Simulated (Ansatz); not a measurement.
Structures of equal composition on the (111) surface of fcc Ag: a layer of Rh in place of the second plane; a layer of Rh in place of the third plane. The slabs share one bottom face, and each structure is named by its start. These are constructed structures in small cells; real faces may alloy, dewet or reconstruct in larger ones, and not all known structures of the face are among them. Slabs of about 12 Å, Fermi-Dirac smearing of 0.1 eV. Bottom of the slabs: a bare face, its two planes held. Relaxed from the named starts with such symmetry as they have, on meshes of like density; energies extrapolated to zero smearing; spin only where a row says so; no spin-orbit coupling, no U. Brackets mark spin-polarised runs, whose order is one that fits the cell.

Method: PBE (plane waves to 420 eV, PAW; Ansatz, a quantum-chemistry and plane-wave program).

Problem. Rank these by energy per 1x1 cell (lowest first), as PBE gives it.

Solution. a layer of Rh in place of the third plane (0.000 eV), a layer of Rh in place of the second plane (0.072 eV)
